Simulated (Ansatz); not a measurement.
# Response to strain in CdTe

Take CdTe in the zinc blende structure (space group F-43m, No. 216; a = 6.5581 Å) as the base. Axes: x, y, z lie along the cube axes.

Strains are applied to the cell and any free atomic positions relax.

Level of theory: r2SCAN (Ansatz, a program for electronic structure, PAW, no spin-orbit coupling), earlier PAW set.

Candidates:
(a) isotropic strain −1.50 %
(b) tensor shear ε_yz = +2.28 %
(c) isotropic strain +1.87 %

For the base:

```
Item       Result
--------  -------
Band gap  1.16 eV
```

Problem. Order them by band gap, lowest first.

Solution. (c) isotropic strain +1.87 % (0.98 eV), (b) tensor shear ε_yz = +2.28 % (1.02 eV), (a) isotropic strain −1.50 % (1.31 eV)

With Te present, leaving out spin-orbit coupling can change the band edges. No phonon test of stability was made.
